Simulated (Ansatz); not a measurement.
Consider LiTaO$_{3}$ (space group R3c, No. 161; a = 5.191 Å, c = 13.914 Å (hexagonal axes)).

Levels (all Ansatz, a program for electronic structure, PAW, earlier PAW set): PBE (420 eV, no spin-orbit coupling); PBEsol (420 eV, scalar-relativistic without spin-orbit coupling).

Levels that relaxed their own cell: PBE and PBEsol.

```
level   lattice parameter a  lattice parameter c
------  -------------------  -------------------
PBE                 5.191 Å             13.914 Å
PBEsol              5.139 Å             13.765 Å
```

Measured: lattice parameter a 5.154 Å (room temperature; as listed in Acta Crystallographica Section B 53, 420 (1997)); lattice parameter c 13.783 Å (room temperature; as listed in Acta Crystallographica Section B 53, 420 (1997)).

Computed minus measured — lattice parameter a: PBE +0.7 %, PBEsol -0.3 % (closest: PBEsol); lattice parameter c: PBE +1.0 %, PBEsol -0.1 % (closest: PBEsol). Measured values not marked as corrected hold thermal and zero-point effects that the static-lattice runs lack.

Stability against distortions was not tested.
